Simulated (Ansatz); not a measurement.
# cubic SrTiO3 (1 1 1) on wurtzite AlN (0 0 1) (film strained to the substrate, started from cuts of the bulks and a machine-learned relaxation; metallic at this level, with no gap by band count; slabs Al18N18 and Sr4Ti5O12, which can lie off the formulas)

A periodic stack without vacuum, cubic SrTiO3 (1 1 1) on wurtzite AlN (0 0 1) (film strained to the substrate, started from cuts of the bulks and a machine-learned relaxation; metallic at this level, with no gap by band count; slabs Al18N18 and Sr4Ti5O12, which can lie off the formulas): substrate slab Al18N18, film Sr4Ti5O12, surface cells [[-1, 1], [-2, -1]] and [[-1, 1], [-1, 0]], film strained by -2.6 and -2.6 %, outermost planes Al/N and Ti/Ti as cut, which need not be the usual terminations and can put a slab off its formula.

The start was prepared with a machine-learned potential, and the result is one local minimum, with the in-plane cell held and forces under 0.04 eV/Å; the film can end far from its bulk form.

Level of theory: PBE (plane waves to 420 eV, PAW; Ansatz, a quantum-chemistry and plane-wave program). Spin–orbit coupling is left out; PBE gaps are too small against experiment. Its k-point mesh 5×5×1, Fermi–Dirac width 0.05 eV.

interface area: 25.5 Å²
period: 27.12 Å
heights between the nearest atoms of the two slabs at the two interfaces: 1.20 and 2.24 Å
Al–Ti contacts across the interfaces within 1.22 times the sum of covalent radii: 4, mean 3.01 Å
Al–Sr contacts across the interfaces within 1.22 times the sum of covalent radii: 3, mean 3.83 Å
N–Ti contacts across the interfaces within 1.22 times the sum of covalent radii: 3, mean 1.99 Å
N–Sr contacts across the interfaces within 1.22 times the sum of covalent radii: 2, mean 2.86 Å
two interfaces: unlike, so that offsets are their mean
spin-polarised check at this geometry: falls back to no moment
slope of the mean potential energy in the substrate: +2.6 MV/cm × e

```yaml
crystal:
  lattice:
    - [5.42173, 0.00000, 0.01768]
    - [2.71086, 4.69538, 0.00892]
    - [-3.29860, -1.69582, 27.11364]
  atoms:
    - { symbol: Al, position: [0.72238, 0.34578, 0.03600] }
    - { symbol: Al, position: [0.39632, 0.96903, 0.03606] }
    - { symbol: Al, position: [0.02455, 0.66871, 0.03596] }
    - { symbol: Al, position: [0.08603, 0.36205, 0.12917] }
    - { symbol: Al, position: [0.75231, 0.02922, 0.12908] }
    - { symbol: Al, position: [0.41934, 0.69474, 0.12916] }
    - { symbol: N, position: [0.74421, 0.35376, 0.10723] }
    - { symbol: N, position: [0.40971, 0.02059, 0.10725] }
    - { symbol: N, position: [0.07675, 0.68802, 0.10724] }
    - { symbol: N, position: [0.11486, 0.38739, 0.19968] }
    - { symbol: N, position: [0.78148, 0.05436, 0.19956] }
    - { symbol: N, position: [0.44853, 0.72009, 0.19964] }
    - { symbol: Al, position: [0.79081, 0.39517, 0.22195] }
    - { symbol: Al, position: [0.45756, 0.06164, 0.22159] }
    - { symbol: Al, position: [0.12378, 0.72895, 0.22169] }
    - { symbol: Al, position: [0.16417, 0.42819, 0.31415] }
    - { symbol: Al, position: [0.82810, 0.09404, 0.31456] }
    - { symbol: Al, position: [0.49440, 0.76337, 0.31437] }
    - { symbol: N, position: [0.81999, 0.42038, 0.29265] }
    - { symbol: N, position: [0.48660, 0.08675, 0.29188] }
    - { symbol: N, position: [0.15273, 0.75451, 0.29208] }
    - { symbol: N, position: [0.19487, 0.45360, 0.38438] }
    - { symbol: N, position: [0.85602, 0.11878, 0.38521] }
    - { symbol: N, position: [0.52288, 0.78930, 0.38484] }
    - { symbol: Al, position: [0.86945, 0.46099, 0.40518] }
    - { symbol: Al, position: [0.53058, 0.12981, 0.40829] }
    - { symbol: Al, position: [0.20069, 0.79504, 0.40746] }
    - { symbol: Al, position: [0.22431, 0.50952, 0.50391] }
    - { symbol: Al, position: [0.89993, 0.16976, 0.49694] }
    - { symbol: Al, position: [0.58347, 0.81150, 0.49809] }
    - { symbol: N, position: [0.90165, 0.48372, 0.47379] }
    - { symbol: N, position: [0.55744, 0.15376, 0.48046] }
    - { symbol: N, position: [0.22913, 0.82530, 0.47854] }
    - { symbol: N, position: [0.18367, 0.60954, 0.57094] }
    - { symbol: N, position: [0.77569, 0.37050, 0.56161] }
    - { symbol: N, position: [0.66322, 0.63811, 0.56396] }
    - { symbol: Sr, position: [0.87330, 0.85084, 0.65371] }
    - { symbol: Ti, position: [0.47973, 0.53318, 0.61528] }
    - { symbol: O, position: [0.43347, 0.31235, 0.66214] }
    - { symbol: O, position: [0.35002, 0.85342, 0.66285] }
    - { symbol: O, position: [0.88138, 0.39796, 0.66531] }
    - { symbol: Sr, position: [0.59037, 0.54930, 0.74187] }
    - { symbol: Ti, position: [0.22532, 0.20877, 0.69759] }
    - { symbol: O, position: [0.07565, 0.07865, 0.74959] }
    - { symbol: O, position: [0.12973, 0.54792, 0.74855] }
    - { symbol: O, position: [0.59903, 0.02287, 0.74836] }
    - { symbol: Sr, position: [0.29683, 0.24363, 0.82602] }
    - { symbol: Ti, position: [0.94241, 0.89758, 0.78443] }
    - { symbol: O, position: [0.82372, 0.72460, 0.83458] }
    - { symbol: O, position: [0.77942, 0.24386, 0.83563] }
    - { symbol: O, position: [0.29839, 0.76951, 0.83613] }
    - { symbol: Sr, position: [0.00086, 0.94130, 0.91207] }
    - { symbol: Ti, position: [0.64948, 0.59386, 0.87177] }
    - { symbol: O, position: [0.49326, 0.46455, 0.92250] }
    - { symbol: O, position: [0.52520, 0.94557, 0.92078] }
    - { symbol: O, position: [0.00705, 0.42927, 0.92046] }
    - { symbol: Ti, position: [0.35250, 0.29001, 0.95338] }
```
